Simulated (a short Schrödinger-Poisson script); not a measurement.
Structure: gated Al0.4Ga0.6N/GaN polarisation-induced gas, at 300 K.

| layer | material | thickness (nm) | Na (cm⁻³) |
|---|---|---|---|
| 1 | Al0.4Ga0.6N | 30 | - |
| 2 | GaN | 6000 | 8e14 |

Constants are typed, rounded textbook-type inputs, not results; the design itself was drawn at random and stands for no fabricated device. Al0.4Ga0.6N: permittivity 9.26, conduction-band edge (eV) 0.58, gap (eV) 4.258, electron mass (mₑ) 0.248, Nv at 300 K (cm⁻³) 4.6e19. GaN: permittivity 9.5, conduction-band edge (eV) 0, gap (eV) 3.43, Nv at 300 K (cm⁻³) 4.6e19.

Channel valleys (confinement mass, in-plane density-of-states mass, number): Γ 0.2, 0.2, 1. At the gate the conduction-band edge of layer 1 lies 1.36 eV − eVg above the Fermi level of the channel; the field vanishes at the back. Sheet of polarisation charge: +2e13 e/cm² at 30 nm from the gate. The barrier under the gate holds no holes. Gaps are held at their typed values at every temperature. Mesh 0.08 nm at interfaces.

Solved with a short Schrödinger-Poisson script written for these runs: 1D Poisson equation in equilibrium, electrons quantum, Hartree plus LDA exchange-correlation (BenDaniel-Duke, 40 states a valley, the channel's in-plane mass for all, wave functions free to enter the barrier), parabolic valleys, classical holes, full ionisation, no traps, pinning or gate leakage.

The same stack at other levels of the model or other numerical settings:

| run | sheet density of all electrons at Vg = 0.5 V (cm⁻²) | sheet density of all electrons at Vg = -6.5 V (cm⁻²) | capacitance at Vg = 0.5 V (μF/cm²) | centroid of the channel electrons at Vg = 0.5 V (nm) | rough cost against the base |
|---|---|---|---|---|---|
| base | 1.86e13 | 6.99e12 | 0.267 | 1.65 | about 1 |
| electrons treated as classical, Boltzmann | 1.90e13 | 7.21e12 | 0.272 | 0.63 | 0.01 |
| electrons treated as classical, Fermi-Dirac | 1.85e13 | 7.00e12 | 0.265 | 1.61 | 0.05 |
| electrons treated as quantum, Hartree | 1.85e13 | 6.92e12 | 0.268 | 1.80 | 0.6 |
| mesh six times as coarse | 1.86e13 | 6.99e12 | 0.268 | 1.59 | 0.3 |
| one subband a valley | 1.85e13 | 6.98e12 | 0.266 | 1.21 | 0.3 |

The classical rows ignore confinement, and Boltzmann statistics overrate the density once the band edge passes the Fermi level.
